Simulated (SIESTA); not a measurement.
Band structure of GaFe3 (Pm-3m, 4 atoms in the cell).

```yaml
crystal:
  lattice:
    - [3.63803, 0.00000, 0.00000]
    - [0.00000, 3.63803, 0.00000]
    - [0.00000, 0.00000, 3.63803]
  atoms:
    - { symbol: Ga, position: [0.00000, 0.00000, 0.00000] }
    - { symbol: Fe, position: [0.00000, 0.50000, 0.50000], spin: 4.0 }
    - { symbol: Fe, position: [0.50000, 0.00000, 0.50000], spin: 4.0 }
    - { symbol: Fe, position: [0.50000, 0.50000, 0.00000], spin: 4.0 }
```
(The spins are starting values, not results.)

Computed with LDA PW92, numerical atomic orbitals DZP, PseudoDojo LDA standard norm-conserving potentials (rewritten from UPF to PSML) in SIESTA.

Settings: XC.functional = LDA; XC.authors = PW92; potentials = PseudoDojo LDA standard; PAO.BasisSize = DZP; PAO.EnergyShift = 0.01 Ry; MeshCutoff = 350 Ry; kgrid.MonkhorstPack = 6 6 6; OccupationFunction = MP; OccupationMPOrder = 0; ElectronicTemperature = 272 meV; Spin = polarized; DM.InitSpin = [1 +0.00, 2 +4.00, 3 +4.00, 4 +4.00]; MaxSCFIterations = 150; SCF.Mixer.Method = Pulay.

The starting cell comes from a database of computed structures (which also holds hypothetical and non-ambient phases and stackings), without a prior relaxation at this level. The magnetic order is the one reached from the typed start; others were not searched systematically. Values carry the incompleteness of an atom-centred basis.

Levels in eV from the Fermi level, bands 31 to 36 of the first spin channel:
```
point     31     32     33     34     35     36
-----  -----  -----  -----  -----  -----  -----
Γ      -0.09  -0.09  -0.09   0.23   0.23   0.23
X      -1.61  -1.47  -1.03  -0.09   4.77   4.77
M      -1.56  -1.19  -1.09  -1.02   0.73   0.73
R      -1.55  -1.55  -0.38  -0.38  -0.38  -0.36
```

Bands cross the Fermi level along this path, so the cell is metallic at this level.

Higher empty bands are left out: an atom-centred basis made for the valence describes them poorly.

The net moment of the cell came out as 6.86 μB.
